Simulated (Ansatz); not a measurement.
# Effect of biaxial strain +1.20 %, plane normal [001], relaxed out of plane on CsPbCl3

Consider CsPbCl3 in the cubic perovskite structure (space group Pm-3m, No. 221; a = 5.521 Å). Axes: x, y, z lie along the cube axes.

One thing is altered: biaxial strain +1.20 %, plane normal [001], relaxed out of plane (Cartesian); in-plane vectors clamped, the third vector and the atoms free.

Level of theory: LDA (Ansatz, a quantum-chemistry and plane-wave program, PAW, without spin-orbit coupling). Settings: 6×6×6 k-points, 0.05 eV Fermi–Dirac smearing.

- Space group = P4/mmm (No. 123) (base Pm-3m (No. 221))
- Shortest interatomic distance = 2.752 Å (base 2.760 Å)
- Energy relative to the base (free energy F) = +2.2 meV/atom
- Pressure (mean of the normal stresses, compression positive) = -0.57 GPa (base 0.00 GPa)
- Band gap = 1.59 eV (base 1.53 eV)
- Gap character = direct at A
- Hole mass = 0.15 mₑ out of plane, 0.16 mₑ in plane (at R) (base 0.14 mₑ (at R))
- Valley order (the lowest conduction-band minima on the path, energy above the VBM, named in the base's zone) = R along [111] 1.59 eV; Γ 2.86 eV (base R along ⟨111⟩ 1.53 eV; Γ 2.75 eV)
- Out-of-plane strain = -0.29 %
- Ratio −ε⊥/ε∥ = 0.24
- Mean in-plane stress (compression positive) = -0.9 GPa

Cost of the whole job for the changed cell (relaxation, final SCF and bands): very roughly 60 core-seconds.

Spin-orbit coupling, missing from the scalar runs, can matter with Pb. Effective masses come from finite differences of ±0.01 Å⁻¹. Whether these cells are dynamically stable was not tested. Many cubic perovskites are stable only at high temperature; tilts and polar distortions were not tested. This is not the structure that CsPbCl3 has at room temperature and ambient pressure. Labels are those of the standard path for the cell's own space group.
